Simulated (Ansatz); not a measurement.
# Effect of isotropic strain +2.65 % on SnO2

The parent structure is SnO2 in the rutile structure (space group P4_2/mnm, No. 136; a = 4.7599 Å, c = 3.2008 Å).

It is then changed as follows: every lattice vector is stretched by 2.65 %, atoms relaxed at fixed cell.

The values are results of plane-wave PAW DFT at the r2SCAN level (Ansatz, a program for electronic structure, 500 eV), no spin-orbit coupling, not measurements. Γ-centred 7×7×10 mesh, Fermi–Dirac width 0.05 eV.

```tsv
quantity	base	changed	shift
space group	P4_2/mnm (No. 136)	P4_2/mnm (No. 136)	–
shortest interatomic distance	2.059 Å	2.112 Å	+0.0523 Å
energy relative to the base (free energy F)	0 meV/atom	+46 meV/atom	+46 meV/atom
band gap	1.77 eV	0.92 eV	-0.85 eV
gap character	direct at Γ	direct at Γ	–
mean gap deformation potential ΔEg/Δln V	–	-10.8 eV	–
width of the top valence band	1.26 eV	1.15 eV	-0.11 eV
electron mass	0.19 mₑ along c, 0.22 mₑ across (at Γ)	0.16 mₑ along c, 0.18 mₑ across (at Γ)	–
hole mass	1.7 mₑ along c, 1.3 mₑ across (at Γ)	1.9 mₑ along c, 1.4 mₑ across (at Γ)	–
valence-band top at Γ (three highest levels, from the VBM)	0.00, -0.77, -0.77 eV	0.00, -0.69, -0.69 eV	–
largest internal atomic displacement	–	0.014 Å	–
```

Final structure:

```xyz
6
Lattice="4.8860 0.0000 0.0000 0.0000 4.8860 0.0000 0.0000 0.0000 3.2856" Properties=species:S:1:pos:R:3 pbc="T T T"
Sn     2.4430     2.4430     1.6428
Sn     0.0000     0.0000     0.0000
O      1.5049     1.5049     0.0000
O      3.3811     3.3811     0.0000
O      3.9479     0.9381     1.6428
O      0.9381     3.9479     1.6428
```

Cost of the whole job for the changed cell (relaxation, final SCF and bands): around 110 core-seconds (rough).

Masses are band curvatures over ±0.01 Å⁻¹ around the edge. No phonon test of stability was made. The base started in Pnnm and relaxed to P4_2/mnm at this level.
